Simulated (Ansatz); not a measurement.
The parent structure is Na in the bcc (W type) structure (space group Im-3m, No. 229; a = 4.222 Å).

The other end (x = 1) is K in the bcc (W type) structure (space group Im-3m, No. 229): 76.31 Å³/atom, gap zero.

Computed with DFT with r2SCAN, PAW potentials and a 500 eV plane-wave cutoff in Ansatz (an electronic-structure program), scalar-relativistic without spin-orbit coupling, earlier PAW set.

K replaces a fraction x of Na; each row is one arrangement (x, atoms in the cell, starting space group or random), fully relaxed.

One change was made to it. Results:

| quantity | base | after |
|---|---|---|
| shortest interatomic distance | 3.657 Å | 3.705 Å |
| mixing energy (to 0.01 eV only: unlike meshes or grids) | – | +0.03 eV/atom |
| deviation of the volume from the linear (Vegard-type) interpolation | – | -2.3 % |

Name the change that was made.
(A) x(K) = 0.667, 3 atoms, I4/mmm
(B) x(K) = 0.25, 4 atoms, Immm
(C) x(K) = 0.75, 4 atoms, Fm-3m

B, x(K) = 0.25, 4 atoms, Immm. For comparison, the shortest interatomic distance in the other runs: x(K) = 0.75, 4 atoms, Fm-3m gives 4.384 Å; x(K) = 0.667, 3 atoms, I4/mmm gives 4.184 Å.

Each cell is one ordered arrangement of few atoms, which overstates ordering effects compared with a random alloy. Stability against distortions was not tested.
